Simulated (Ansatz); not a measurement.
Results of LDA in Ansatz (plane waves, PAW) for LiCl (model structure, F-43m, No. 216, 2 atoms in the cell).

Numerical settings: plane-wave cutoff 520 eV, 10×10×10 k mesh, Fermi–Dirac smearing 0.01 eV, scalar-relativistic PAW data made under PBE.

Computed at the level's own relaxed cell.

```xyz
2
Lattice="0.0000 2.6618 2.6618 2.6618 0.0000 2.6618 2.6618 2.6618 0.0000" Properties=species:S:1:pos:R:3 pbc="T T T"
Li     0.0000     0.0000     0.0000
Cl     1.3309     1.3309     1.3309
```

Task: List the 5 lowest band energies at Γ above −25 eV (eV, relative to the valence band maximum), grouping those that round alike.

Result: At Γ: -12.87, 0.00 (×3), 5.91.

Note: the relaxation could raise the start's symmetry but not lower it, so the cell can be a saddle point.

A model structure was made by putting elements into a prototype or built by hand; it is no filed structure, need not be a known phase, and can be a saddle point held by its symmetry.

Ansatz is a first-principles code.
